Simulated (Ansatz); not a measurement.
Take AlN in the wurtzite structure (space group P6_3mc, No. 186; a = 3.114 Å, c = 4.984 Å) as the base.

Calculations: DFT with PBEsol, PAW potentials and a 420 eV plane-wave cutoff in Ansatz (a program for electronic structure), scalar-relativistic without spin-orbit coupling.

One change was made to it. Results:

```csv
quantity,base,after
gap character,direct at Γ,direct at Γ
"valence-band top at Γ (three highest levels, from the VBM)","0.00, -0.22, -0.22 eV","0.00, -0.23, -0.23 eV"
width of the top valence band,2.41 eV,2.42 eV
shortest interatomic distance,1.892 Å,1.889 Å
band gap,4.09 eV,4.13 eV
```

**Question.** Name the change that was made.
A. pressure 4.5 GPa
B. pressure 0.9 GPa
C. pressure 22.5 GPa

**Answer.** B, pressure 0.9 GPa. For comparison, the band gap in the other runs: pressure 4.5 GPa gives 4.27 eV; pressure 22.5 GPa gives 4.87 eV.

Load acts through the strain it causes; cell and atoms are relaxed under it. No phonon test of stability was made. Measured, AlN leaves this structure (for rock salt) near 14 GPa (temperature not stated; as listed in Datta, Sujoy, Jana, Debnarayan, arXiv (2020)), on rising pressure, with hysteresis.
